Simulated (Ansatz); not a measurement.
# Cubic perovskite CsSnI3 (cubic high-temperature phase)

These are PBEsol+SOC (plane waves, PAW; Ansatz, a program for electronic structure) values and carry that method's errors.

Numerical settings: plane-wave cutoff 520 eV, 6×6×6 k mesh, Fermi–Dirac smearing 0.01 eV, PAW data made under PBE.

Cell: measured lattice: a = 6.2190 Å, b = 6.2190 Å, c = 6.2190 Å, α = 90.00°, β = 90.00°, γ = 90.00°.

```yaml
band_gap: 0.10 eV (direct)
"Γ–Γ gap": 3.91 eV
```

Note: held by symmetry at 0 K, a high-temperature phase can be a saddle point; cell and atoms aren't relaxed at this level (pressure -0.7 GPa).

Static lattice: no zero-point or thermal effects.
